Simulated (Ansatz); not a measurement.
F on the 1x1 (10-10) surface of wurtzite ZnO (cut with top plane O + Zn), one in a 2x1 cell, started at the site 'over O at depth 0.9 Å'

Host crystal: wurtzite ZnO, with a band gap (PBE, scalar-relativistic without spin-orbit coupling).

These are HSE06, at the PBE geometry and the start's symmetry (plane waves to 420 eV, PAW; Ansatz, a first-principles code) values and carry that method's errors.

Model: 33-atom slab, 9.4 Å thick at the start under the adsorbate (thin: gaps and levels are the slab's own), 3x3x1 mesh, Fermi-Dirac 0.01 eV, dipole correction, single point; on the structure that PBE left under its start's symmetry; spin-polarised, ending with about 1.0 μB a cell; orders that need a larger cell were not tried, no spin-orbit, no U, no dispersion correction. The program's check for a lower electronic state was not made. It is one chosen start, not shown to be the lowest state of the adsorbate.

| Item | Result |
|---|---|
| adsorption energy against ½ F2(g) at the same level | -21.7 kcal/mol |
| change of the step from the bottom to the top vacuum level, against the clean slab | 0.66 eV |
| height of the binding atom over the mean of the host atoms within 0.3 Å of the top one | 2.724 bohr |
| magnetic moment of the cell | 1.00 μB |
| nearest host atoms of the binding atom | Zn at 2.02 Å, Zn at 2.02 Å, O at 2.57 Å |

A negative adsorption energy means that the adsorbate is more stable on the surface than in its reference.
